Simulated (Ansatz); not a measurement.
## AuZn: energy against strain

AuZn (CsCl type, Pm-3m, 15.312 Å³/atom at rest) under an equal strain ε in the (111) plane with the normal axis free, as in a coherent film. PBEsol in Ansatz, a plane-wave DFT program (PAW, default set), 420 eV, 18×18×18 Γ-centred mesh, Fermi-Dirac smearing 0.10 eV; ions are relaxed within the symmetry of each cell.

Here s stands for strain and y for E less E0.

| strain (%) | E less E0 (meV/atom) |
|---|---|
| -2.50 | ? |
| -1.25 | 3.39 |
| -0.83 | 1.50 |
| -0.42 | 0.38 |
| 0.00 | 0.00 |
| 0.42 | 0.39 |
| 0.83 | 1.51 |
| 1.25 | 3.40 |

Fit y of the 7 rows that show it with a parabola. Least squares gives y = 0.003 + 0.0051·s + 2.1721·s². Residuals (row less fit): -0.001, 0.005, -0.004, -0.003, 0.002, 0.006, -0.003; standard error 0.005 (degrees of freedom: 4). Twice the quadratic coefficient over the volume, 2 × 2.1721 meV × 10⁴ × 0.1602 / 15.312 Å³, is twice the biaxial elastic modulus of this plane = 455 ± 0.7 GPa.

### Question
Estimate the missing y (s = -2.50); what did the run itself give?

### Answer
y = 0.003 + 0.0051 × (-2.50) + 2.1721 × (-2.50)² = 13.566 meV/atom. The calculation gives 13.52 meV/atom, 0.046 meV/atom below the prediction (0.3 % of the range of y in the table). The row lies outside the fitted rows, so this is an extrapolation. The fitted rows scatter only by rounding.

One order more doesn't follow all runs of the series either: the slope changes along it. In a metal these values are sensitive to mesh and smearing; energies are taken to zero smearing, stresses follow the free energy. Rows are the converged runs of the series near zero and its far end; series whose fitted rows scatter by over a few per cent of the range, as at a crossing or softening among them, aren't shown in this form. Most that stay on the fit to the last digits aren't either.
